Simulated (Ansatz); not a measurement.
The parent structure is MgF2 in the rutile structure (space group P4_2/mnm, No. 136; a = 4.639 Å, c = 3.062 Å).

Now apply this change: a hydrostatic pressure of 0.7 GPa.

Levels (all Ansatz, an electronic-structure program, PAW): PBEsol (420 eV, no spin-orbit coupling); HSE06 (420 eV, no spin-orbit coupling).

The geometry is relaxed with PBEsol.

| Item | Value |
|---|---|
| PBEsol lowest conduction level above the VBM at special points | Γ 6.94 eV; X 9.35 eV; M 11.06 eV |

Q: What does HSE06 give at this geometry for the lowest conduction level above the VBM at special points?

A: The lowest conduction level above the VBM at special points changes from Γ 6.94 eV; X 9.35 eV; M 11.06 eV to Γ 9.43 eV; X 11.89 eV; M 13.68 eV.

Single points use the geometry relaxed with PBEsol. The levels and masses belong to the bands next to the band gap. Load acts through the strain it causes; cell and atoms are relaxed under it. Whether these cells are dynamically stable was not tested. The base started in Pnnm and relaxed to P4_2/mnm at this level.
